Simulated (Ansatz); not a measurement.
An Ansatz (a first-principles code) run: W2C with a change (isotropic strain −1.54 %); PBE-D3(BJ), PAW, 420 eV (Ansatz; no spin-orbit coupling).

Input:

Ansatz 0.2 input:
```yaml
crystal:
  lattice:
    - [2.9875188612, 0, 0]
    - [-1.4937594306, 2.5872672281, 0]
    - [0, 0, 4.5865802372]
  atoms:
    - { symbol: C, position: [0, 0, 0] }
    - { symbol: W, position: [0.3333333333, 0.6666666667, 0.2553387556] }
    - { symbol: W, position: [0.6666666667, 0.3333333333, 0.7446612444] }
basis: { ecutwfc: 420, ecutrho_ratio: 4, xc_grid: 2, fft_grid_basis: typed }
kpoints: { mp_grid: { grid: [22, 22, 13] } }
hamiltonian:
  xc: pbe
  dispersion: d3bj
  pseudopotentials: { kind: paw }
scf: { occupations: { method: fermi_dirac, width: 0.1 }, convergence: { dr2_threshold: 0.0000000003 } }
relax: { f_tol: 0.005, max_steps: 50 }
output: { forces: true, stress: true }
checkpoint: { write: state.ck, write_every: 1000 }
```

Output (explanatory and most iteration lines left out):

```
Relaxation: its limit of steps is 50 (relax.max_steps)
Pseudopotential: C, paw, valence charge 4
Pseudopotential: W, paw, valence charge 14
Crystal: 3 atoms, lattice volume = 35.452 Å³
Basis set: ecut = 420 eV, 687 PW (Γ), exchange–correlation on 40×40×64 points (8 copies of the dense FFT grid, shifted against one another)
Bands: 20, of which v1, the nominal top of the filled ones, is band 16 counted from 1 (15 counted from 0)
Symmetry: 12 space group operations
Space group: P-3m1 (ITA 164), of the structure as read, at distance tolerance 3.3e-5 Å
k-points: 604 of 6292
Functional: x = pbe(κ = 0.804, μ = 0.2195149727645171), c = pbe(β = 0.06672455060314922)
SCF iter   1: F=—  HF=-21021.980193 eV  |F-HF|=—  |Δ(HF+E_count)|=         —  Δρ=6.12e-3  dr2=7.96e-3  ethr=1.77e-3  ⟨swp⟩=5.2  Hψ=125727  notcnv=0  defer=47
SCF iter   2: F=—  HF=-21021.980085 eV  |F-HF|=—  |Δ(HF+E_count)|=   1.08e-4  Δρ=3.58e-3  dr2=2.79e-3  ethr=2.49e-5  ⟨swp⟩=1.0  Hψ=19330  notcnv=0  defer=46
SCF 1 converged in 7 iterations: F = -21021.980067 eV  dr2 = 6.09e-11
relax step   1: F+E_penalty+E_count = -21021.98006690 eV  Δ(F+E_penalty+E_count) = +0.000e0 eV  max|allowed force component| = 4.285e-1 eV/Å  Δτ_max = 0.0000 Å  (7 SCF iters, accepted)
Crystal: 3 atoms, lattice volume = 35.452 Å³
Bands: 24, of which v1, the nominal top of the filled ones, is band 16 counted from 1 (15 counted from 0)
SCF iter   1: F=—  HF=-21021.985787 eV  |F-HF|=—  |Δ(HF+E_count)|=         —  Δρ=3.50e-3  dr2=1.16e-2  ethr=3.72e-5  ⟨swp⟩=1.0  Hψ=47310  notcnv=0  defer=482
SCF iter   2: F=—  HF=-21021.983564 eV  |F-HF|=—  |Δ(HF+E_count)|=   2.22e-3  Δρ=1.56e-3  dr2=9.75e-4  ethr=3.63e-5  ⟨swp⟩=2.0  Hψ=17945  notcnv=0  defer=482
SCF 2 converged in 7 iterations: F = -21021.983251 eV  dr2 = 1.08e-10
relax step   2: F+E_penalty+E_count = -21021.98325127 eV  Δ(F+E_penalty+E_count) = -3.184e-3 eV  max|allowed force component| = 2.459e-1 eV/Å  Δτ_max = 0.0178 Å  (7 SCF iters, accepted)
Crystal: 3 atoms, lattice volume = 35.452 Å³
SCF iter   1: F=—  HF=-21021.985195 eV  |F-HF|=—  |Δ(HF+E_count)|=         —  Δρ=1.27e-3  dr2=1.52e-3  ethr=4.87e-5  ⟨swp⟩=2.0  Hψ=32167  notcnv=0  defer=500
SCF iter   2: F=—  HF=-21021.984907 eV  |F-HF|=—  |Δ(HF+E_count)|=   2.88e-4  Δρ=5.61e-4  dr2=1.26e-4  ethr=4.74e-6  ⟨swp⟩=1.6  Hψ=20032  notcnv=0  defer=494
SCF 3 converged in 7 iterations: F = -21021.984870 eV  dr2 = 1.83e-11
relax step   3: F+E_penalty+E_count = -21021.98486960 eV  Δ(F+E_penalty+E_count) = -1.618e-3 eV  max|allowed force component| = 1.544e-3 eV/Å  Δτ_max = 0.0065 Å  (7 SCF iters, accepted)
SCF converged after 7 iterations
Free energy (F): -21021.984870 eV
Internal energy: -21021.939094 eV  (E = F + TS)
E sigma→0 (E₀):  -21021.961982 eV
Entropy (-TS):   -0.045776 eV (-15.259 meV/atom)
Fermi energy:    23.172180 eV
  E_disp       = -1.677770  (pairwise vdW)
--- Forces (eV/Å), atoms counted from 1 ---
  atom   1  C     -0.00000000    -0.00000000     0.00000000
  atom   2  W      0.00000000     0.00000000    -0.00154394
  atom   3  W      0.00000000    -0.00000000     0.00154394
--- Stress (GPa, compression-positive) ---
       16.448767      -0.000000      -0.000000
       -0.000000      16.448767       0.000000
       -0.000000       0.000000      18.789901
  P = ⅓ Tr σ = 17.2291 GPa (172.291 kbar)
--- Relaxed structure (3 steps of the walk, 3 accepted, 0 SCFs on fresh bases) ---
  atoms:
    - { symbol: C, position: [-1.545835365889232e-37, 1.033871828736555e-36, -2.521447914370025e-19] }
    - { symbol: W, position: [0.3333333333333333, 0.6666666666666666, 0.2578043130772252] }
    - { symbol: W, position: [0.6666666666666666, 0.3333333333333333, 0.7421956869227749] }
```

No phonon test of stability was made. The final runs are not spin-polarised. The cell was made from W₂C (space group P-3m1, No. 164) by this change: isotropic strain −1.54 %.
